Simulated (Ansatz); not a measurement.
The parent structure is ZnSe in the zinc blende structure (space group F-43m, No. 216; a = 5.665 Å).

The values are results of plane-wave PAW DFT at the r2SCAN level (Ansatz, an electronic-structure program, 500 eV), no spin-orbit coupling, not measurements.

Before the change:

The magnetic state is not spin-polarised and the largest site moment comes out as 0.00 μB. The density is 5.27 g/cm³ and the shortest interatomic distance is 2.453 Å.

It is then changed as follows: V takes the place of Zn on all its sites, then cell and atoms are relaxed.

Tabulated Pauling electronegativity and covalent radius: Zn 1.65, 1.22 Å; V 1.63, 1.53 Å.

Predict the new magnetic state.

The magnetic state changes from not spin-polarised to ferromagnetic.

Estimate the effect on the largest site moment.

The largest site moment goes from zero to 2.47 μB.

What happens to the density?

The density shrinks by 0.778 g/cm³, from 5.27 g/cm³ to 4.50 g/cm³.

Estimate the effect on the shortest interatomic distance.

The shortest interatomic distance goes up by 0.045 Å (2.453 Å → 2.498 Å).

Other magnetic orders, which the real material may have, were not ruled out. No phonon test of stability was made. As relaxed here, VSe is a hypothetical phase, not in the database extracts checked.
